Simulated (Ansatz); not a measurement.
Ansatz (a quantum-chemistry and plane-wave program) run on MgAl (Pm-3m, 2 atoms in the cell): self-consistent single point.

Level of theory: PBEsol, PAW files made with PBE (plane waves; Ansatz).

The change in words: lattice scaled by 0.98. Reference geometry:
```yaml
crystal:
  lattice:
    - [3.39841, 0.00000, 0.00000]
    - [0.00000, 3.39841, 0.00000]
    - [0.00000, 0.00000, 3.39841]
  atoms:
    - { symbol: Mg, position: [0.50000, 0.50000, 0.50000] }
    - { symbol: Al, position: [0.00000, 0.00000, 0.00000] }
```

Reference input (self-consistent single point, DFT, PBEsol, plane waves, PAW files made with PBE): basis.ecutwfc = 30.9 Ry; kpoints.mp_grid.grid = 13 13 13; hamiltonian.xc = pbesol; hamiltonian.pseudopotentials = {kind: paw} (the program's default PAW files); scf.occupations.method = gaussian; scf.occupations.width = 0.0147 Ry. This run's input differs from it in these lines:

```diff
@@ -2,7 +2,7 @@
   lattice:
-    - [3.398409, 0.000000, 0.000000]
-    - [0.000000, 3.398409, 0.000000]
-    - [0.000000, 0.000000, 3.398409]
+    - [3.330441, 0.000000, 0.000000]
+    - [0.000000, 3.330441, 0.000000]
+    - [0.000000, 0.000000, 3.330441]
   atoms:
-    - { symbol: Mg, position_ang: [1.699205, 1.699205, 1.699205] }
+    - { symbol: Mg, position_ang: [1.665220, 1.665220, 1.665220] }
     - { symbol: Al, position_ang: [0.000000, 0.000000, 0.000000] }
```

Output (repeated stretches shortened):

```
SCF iter   1: F=—  HF=-2436.511093 eV  |F-HF|=—  |Δ(HF+E_count)|=         —  Δρ=1.76e-2  dr2=1.44e-1  ethr=3.10e-3  ⟨swp⟩=5.0  Hψ=5640  notcnv=0
all-band conjugate gradients solve this SCF's bands
preconditioner: auto → none
SCF iter   2: F=—  HF=-2436.485471 eV  |F-HF|=—  |Δ(HF+E_count)|=   2.56e-2  Δρ=1.21e-2  dr2=6.96e-2  ethr=1.10e-3  ⟨swp⟩=1.0  Hψ=1596  notcnv=0
SCF iter   3: F=—  HF=-2436.456221 eV  |F-HF|=—  |Δ(HF+E_count)|=   2.93e-2  Δρ=1.08e-3  dr2=2.11e-4  ethr=5.35e-4  ⟨swp⟩=1.9  Hψ=1065  notcnv=0
SCF iter   4: F=—  HF=-2436.456172 eV  |F-HF|=—  |Δ(HF+E_count)|=   4.87e-5  Δρ=3.52e-4  dr2=3.22e-5  ethr=1.62e-6  ⟨swp⟩=2.0  Hψ=1444  notcnv=0
SCF iter   5: F=—  HF=-2436.456108 eV  |F-HF|=—  |Δ(HF+E_count)|=   6.40e-5  Δρ=5.41e-5  dr2=9.90e-7  ethr=2.48e-7  ⟨swp⟩=2.1  Hψ=1415  notcnv=0
SCF iter   6: F=-2436.456108 eV  HF=-2436.456108 eV  |F-HF|=7.25e-9  |Δ(HF+E_count)|=   6.02e-7  Δρ=4.39e-6  dr2=1.15e-8  ethr=7.69e-10  ⟨swp⟩=7.7  Hψ=4891  notcnv=0
SCF 1 converged in 6 iterations: F = -2436.456108 eV  dr2 = 1.15e-8
Free energy (F): -2436.456108 eV
Internal energy: -2436.440251 eV  (E = F + TS)
E sigma→0 (E₀):  -2436.448179 eV
Entropy (-TS):   -0.015857 eV (-7.928 meV/atom)
Fermi energy:    7.126257 eV
--- Forces (eV/Å), atoms counted from 1 ---
  atom   1  Mg     0.00000000     0.00000000     0.00000000
  atom   2  Al    -0.00000000     0.00000000     0.00000000
--- Stress (GPa, compression-positive) ---
        1.843622       0.000000       0.000000
        0.000000       1.843622       0.000000
        0.000000       0.000000       1.843622
  P = ⅓ Tr σ = 1.8436 GPa (18.436 kbar)
  The stress holds the Pulay correction. Without it, at fixed plane waves, as pw.x and ABINIT print it: P = 1.8292 GPa
```

The run converged in 6 iterations. Against the reference run the free energy rises by 1.3 meV/atom and the pressure goes from -1.30 to 1.84 GPa.

The starting cell comes from a database of computed structures (which also holds hypothetical and non-ambient phases and stackings), without a prior relaxation at this level. Its lattice was rescaled by a random factor within 2.5 % of one. For this run, on top of that: lattice scaled by 0.98. Ansatz's pressure includes its estimate of the finite-basis (Pulay) stress.

Keys are those of Ansatz 0.2.
